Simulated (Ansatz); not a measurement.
**GaAs (model structure, started from the WC type, P-6m2, No. 187, 2 atoms in the cell)**

The numbers are results of r²SCAN (PAW; Ansatz, a first-principles code), not measurements.

Run with plane-wave cutoff 500 eV, 18×18×12 k mesh (along the axes of the cell as run), Fermi–Dirac smearing 0.05 eV, scalar-relativistic PAW data made under PBE.

Cell (relaxed at this level):

```xyz
2
Lattice="3.7670 0.0000 0.0000 -1.8835 3.2623 0.0000 0.0000 0.0000 3.2295" Properties=species:S:1:pos:R:3 pbc="T T T"
Ga     0.0000     0.0000     0.0000
As     1.8835     1.0874     1.6147
```

| Property | Result |
|---|---|
| band gap | zero (no gap) |

Note: the relaxation could raise the start's symmetry but not lower it, so the cell can be a saddle point.

Spin–orbit coupling is not included.

Computed values are for the static lattice.

Cost on a shared machine: very roughly 2.9 core-minutes.

A model structure was made by putting elements into a prototype or built by hand; it is no filed structure, need not be a known phase, and can be a saddle point held by its symmetry.
